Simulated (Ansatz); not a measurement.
The structure below was relaxed with PBEsol (Ansatz, a first-principles code, PAW, no spin-orbit coupling), earlier PAW set, at pressure 0.7 GPa.

```
MgB2
1.0
    3.05928     0.00000     0.00000
   -1.52964     2.64941     0.00000
    0.00000     0.00000     3.49198
Mg B
1 2
Direct
  0.00000   0.00000   0.00000
  0.33333   0.66667   0.50000
  0.66667   0.33333   0.50000
```

Find the space group and the Wyckoff positions.

Space group P6/mmm (No. 191); a = b = 3.059 Å, c = 3.492 Å, α = β = 90.00°, γ = 120.00°

```
atom  site  symmetry       x       y       z
----  ----  --------  ------  ------  ------
Mg      1a     6/mmm  0.0000  0.0000  0.0000
B       2d      -6m2  0.3333  0.6667  0.5000
```

Describe the coordination.

The crystal has 3 atoms in its conventional cell. Lattice parameters: a = 3.059 Å, b = 3.059 Å, c = 3.492 Å, α = 90.00°, β = 90.00°, γ = 120.00°. Mg has 12 B at 2.484 Å. B has 3 B at 1.766 Å and 6 Mg at 2.484 Å. (Neighbours: up to the widest gap in distance over summed covalent radii, below 1.35, at either atom; cation-cation and far metal-metal contacts left out.)

Load acts through the strain it causes; cell and atoms are relaxed under it. Whether these cells are dynamically stable was not tested. All final runs are without spin polarisation. The cell was made from MgB2 (space group P6/mmm, No. 191) by this change: pressure 0.7 GPa.
